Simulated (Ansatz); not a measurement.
# VO2, pressure series

Take VO$_{2}$ in the rutile structure (space group P4_2/mnm, No. 136; a = 4.584 Å, c = 2.839 Å; ferromagnetic) as the base.

Cell and atoms are relaxed at each pressure.

Method: PBE, PAW, 420 eV (Ansatz, a program for electronic structure; no spin-orbit coupling).

Notes on the quantities. enthalpy: H = E + PV relative to the base's energy.

```csv
variant,magnetic state,largest site moment,enthalpy,density
base,ferromagnetic,0.83 μB,–,4.62 g/cm³
pressure −1 GPa,ferromagnetic,0.83 μB,-0.06 eV/atom,4.60 g/cm³
pressure 3 GPa,ferromagnetic,0.83 μB,+0.18 eV/atom,4.68 g/cm³
pressure 7 GPa,ferromagnetic,0.82 μB,+0.43 eV/atom,[?]
pressure 15 GPa,ferromagnetic,0.80 μB,+0.90 eV/atom,4.89 g/cm³
pressure 30 GPa,ferromagnetic,0.75 μB,+1.76 eV/atom,5.12 g/cm³
pressure 50 GPa,ferromagnetic,0.66 μB,+2.85 eV/atom,5.39 g/cm³
pressure 75 GPa,weakly magnetic (sensitive to the mesh),0.13 μB,+4.14 eV/atom,5.70 g/cm³
pressure 100 GPa,non-magnetic,0.00 μB,+5.37 eV/atom,5.95 g/cm³
```

Problem. Complete the table.

Solution. 
- pressure 7 GPa, density: 4.75 g/cm³

Other magnetic orders, which the real material may have, were not ruled out. Load acts through the strain it causes; cell and atoms are relaxed under it. Stability against distortions was not tested. No other phases were tried under pressure. Seeded moments were not kept for pressure 100 GPa. No Hubbard U is applied, and correlation can decide whether such a compound is a metal.
